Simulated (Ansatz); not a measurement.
**HfO2: strain tensor (xx, yy, zz, yz, xz, xy) = (−1.07, −0.86, +1.72, +0.22, −1.12, −1.78) %**

Start from HfO$_{2}$ in the fluorite structure (space group Fm-3m, No. 225; a = 5.0589 Å). Axes: x, y, z lie along the cube axes.

Perturbation: strain tensor (xx, yy, zz, yz, xz, xy) = (−1.07, −0.86, +1.72, +0.22, −1.12, −1.78) %, atoms relaxed at fixed cell.

Level of theory: r2SCAN (Ansatz, a first-principles code; PAW; 500 eV plane waves; without spin-orbit coupling), earlier PAW set. Settings: 11×11×11 k-points, 0.05 eV Fermi–Dirac smearing.

```json
[
 {"quantity": "volume per atom", "base": "10.79 Å³", "changed": "10.76 Å³", "shift": "-0.03 Å³"},
 {"quantity": "space group", "base": "Fm-3m (No. 225)", "changed": "P-1 (No. 2)", "shift": "–"},
 {"quantity": "energy relative to the base (free energy F)", "base": "0 meV/atom", "changed": "+13 meV/atom", "shift": "+13 meV/atom"},
 {"quantity": "band gap", "base": "4.30 eV", "changed": "4.13 eV", "shift": "-0.176 eV"},
 {"quantity": "gap character", "base": "–", "changed": "indirect, U → Γ", "shift": "–"},
 {"quantity": "smallest direct gap", "base": "4.30 eV", "changed": "4.17 eV", "shift": "-0.13 eV"},
 {"quantity": "valley order (the lowest conduction-band minima on the path, energy above the VBM, named in the base's zone)", "base": "–", "changed": "Γ 4.13 eV; X along [010] 4.16 eV; X along [100] 4.17 eV; X along [001] 4.20 eV", "shift": "–"},
 {"quantity": "stress (xx, yy, zz, yz, xz, xy; compression positive)", "base": "–", "changed": "(5.86, 4.82, -7.92, -0.28, 1.64, 2.63) GPa", "shift": "–"}
]
```

With Hf present, leaving out spin-orbit coupling can change the band edges. No phonon test of stability was made. This is not the structure that HfO2 has at room temperature and ambient pressure. k-point labels follow each cell's own Brillouin zone.
